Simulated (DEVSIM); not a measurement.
Structure: Si p+/n-/n+ power diode, at 300 K.

```csv
layer (left to right),material,thickness (μm),Nd (cm⁻³),Na (cm⁻³),τn (s),τp (s)
1,Si,3.20,-,9.9e18,8.5e-7,8.5e-7
2,Si,28.0,1.7e14,-,8.5e-7,8.5e-7
3,Si,4.30,1.1e18,-,8.5e-7,8.5e-7
```

Left contact: ohmic. Right contact: ohmic. Voltage is applied to the left contact. Recombination: SRH at mid-gap. Gap narrowing is on: ΔEg = 6.92 meV × (l + √(l² + 0.5)), l = ln(N/1.3e17 cm⁻³), shared equally by both band edges. Mobility is constant in doping. Where it depends on doping, it is μmin + (μ − μmin)/(1 + (N/Nref)^α).

The device is made up for the run: typed textbook-type constants, with dimensions and the other settings drawn at random. Values at 300 K. The table also holds parameters that only a changed run uses.

```tsv
parameter	Si
gap (eV)	1.124
affinity (eV)	4.05
permittivity	11.7
Nc (cm⁻³)	2.86e19
Nv (cm⁻³)	3.1e19
μn (cm²/Vs)	1417
μp (cm²/Vs)	470
μn,min	52
μp,min	45
Nref,n	9.7e16
Nref,p	2.2e17
αn	0.68
αp	0.72
Cn (cm⁶/s)	2.8e-31
Cp (cm⁶/s)	9.9e-32
```

DEVSIM, 1D drift-diffusion, Boltzmann statistics, complete ionisation; no tunnelling, impact ionisation, image-force lowering or self-heating.

Base results: dark forward voltage at 1 A/cm² (V) 0.650; dark forward voltage at 100 A/cm² (V) 0.816.

Task: What follows from this one change: thickness of layer 3 4.3 → 22 μm?

Result: dark forward voltage at 1 A/cm² little changed (0.653 V); dark forward voltage at 100 A/cm² 0.816 → 0.821 V.

Task: What follows from this one change: thickness of layer 1 3.2 → 1.1 μm?

Result: dark forward voltage at 1 A/cm² 0.650 → 0.640 V; dark forward voltage at 100 A/cm² 0.816 → 0.803 V.

Task: What follows from this one change: doping-dependent mobility in place of the constant one?

Result: dark forward voltage at 1 A/cm² 0.650 → 0.661 V; dark forward voltage at 100 A/cm² 0.816 → 0.850 V.
